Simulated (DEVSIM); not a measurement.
## GaAs p-n junction from an implanted or diffused profile

Structure: GaAs p-n junction from an implanted or diffused profile, at 300 K.

| layer (left to right) | material | thickness (μm) | Nd (cm⁻³) | τn (s) | τp (s) |
|---|---|---|---|---|---|
| 1 | GaAs | 45.0 | 5.3e14 | 4.8e-8 | 4.8e-8 |

Added acceptor profile: 3.8e16 cm⁻³ × exp(−(x − 0.024 μm)²/(2·(0.29 μm)²)). Left contact: ohmic. Right contact: ohmic. Voltage is applied to the left contact. Recombination: SRH at mid-gap, radiative. Mobility is μmin + (μ − μmin)/(1 + (N/Nref)^α).

The device is made up for the run: typed textbook-type constants, with dimensions and the other settings drawn at random. Values at 300 K.

| parameter | GaAs |
|---|---|
| gap (eV) | 1.424 |
| affinity (eV) | 4.07 |
| permittivity | 12.9 |
| Nc (cm⁻³) | 4.7e17 |
| Nv (cm⁻³) | 9e18 |
| μn (cm²/Vs) | 8500 |
| μp (cm²/Vs) | 400 |
| μn,min | 500 |
| μp,min | 20 |
| Nref,n | 6e16 |
| Nref,p | 1.5e17 |
| αn | 0.39 |
| αp | 0.38 |
| B (cm³/s) | 2e-10 |

Model (solved in DEVSIM): 1D drift-diffusion, Boltzmann statistics, complete ionisation; no tunnelling, impact ionisation, image-force lowering or self-heating.

```
Quantity                                        Result
---------------------------------------------  -------
Potential step across the device at zero bias  1.107 V
Dark forward voltage at 1 A/cm²                0.961 V
Dark forward voltage at 100 A/cm²              1.424 V
```

Dark reverse current:

```
V (V)   J (A/cm²)
------  ---------
-0.40    -1.7e-10
-1.00    -3.4e-10
-2.00    -5.6e-10
-3.00    -7.4e-10
-4.00    -8.9e-10
-6.00     -1.2e-9
-8.00     -1.4e-9
-10.00    -1.6e-9
-13.00    -1.9e-9
-16.00    -2.1e-9
-20.00    -2.4e-9
```

Dark forward current:

(V (V), J (A/cm²)): (0.05, 6.9e-11); (0.15, 7.0e-10); (0.25, 5.4e-9); (0.35, 4.0e-8); (0.45, 3.1e-7); (0.55, 2.6e-6); (0.65, 2.8e-5); (0.75, 0.00057); (0.85, 0.020); (0.95, 0.73); (1.00, 2.9); (1.10, 14); (1.20, 32); (1.30, 57); (1.40, 91); (1.50, 130); (1.60, 180); (1.70, 240); (1.80, 310); (1.90, 380)
